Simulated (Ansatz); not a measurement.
Consider SiC in the zinc blende structure (space group F-43m, No. 216).

```yaml
crystal:
  lattice:
    - [0.00000, 2.17817, 2.17817]
    - [2.17817, 0.00000, 2.17817]
    - [2.17817, 2.17817, 0.00000]
  atoms:
    - { symbol: C, position: [0.75000, 0.75000, 0.75000] }
    - { symbol: Si, position: [0.00000, 0.00000, 0.00000] }
```

Cartesian axes are those of the cell as printed.

All numbers come from r2SCAN, PAW, 500 eV (Ansatz, an electronic-structure program; no spin-orbit coupling).

Free-standing slabs (2 atom(s) a layer) normal to [110] with 15 Å of vacuum; in-plane cell held at bulk.

One change was made to it. Results:

```json
[
 {"quantity": "excess energy per area of both faces (slab less bulk energy over the cell's area: twice a surface energy)", "base": "–", "after": "4.45 J/m²"},
 {"quantity": "shortest interatomic distance", "base": "3.565 bohr", "after": "3.306 bohr"}
]
```

Q: Name the change that was made.
A) 3 layers
B) 5 layers
C) 7 layers
D) 2 layers

A: D, 2 layers. For comparison, the excess energy per area of both faces in the other runs: 7 layers gives 6.38 J/m²; 5 layers gives 6.43 J/m²; 3 layers gives 6.7 J/m².

The excess energy carries the mismatch between the slab's and the bulk's meshes. Whether these cells are dynamically stable was not tested. The final runs are not spin-polarised.
